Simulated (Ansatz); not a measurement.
Given:

```
CELL_PARAMETERS angstrom
      4.39416     0.00000     0.00000
      0.00000     4.39416     0.00000
      0.00000     0.00000     3.62083
ATOMIC_POSITIONS crystal
  Tl 0.00000 0.00000 0.00000
  I  0.50000 0.50000 0.50000
```

No spin polarisation.

The values are results of r2SCAN in Ansatz (plane waves to 500 eV, PAW, no spin-orbit coupling), not measurements. Γ-centred 8×8×8 mesh, Fermi–Dirac width 0.05 eV.

Predict the band gap and electron mass.


- Band gap = 0.28 eV
- Electron mass = 0.18 mₑ along z, 0.27 mₑ across (at R)

With I and Tl present, leaving out spin-orbit coupling can change the band edges. Load acts through the strain it causes; cell and atoms are relaxed under it. Masses are band curvatures over ±0.01 Å⁻¹ around the edge. Beyond what the load breaks, stability against distortions was not tested. The cell was made from TlI in the CsCl type structure (space group Pm-3m, No. 221; a model cell) by this change: uniaxial stress, 8 GPa compression along z. A zero or small gap of TlI under uniaxial stress, 8 GPa compression along z can be the functional's error rather than a property of the material.

Ansatz is a program for electronic structure.
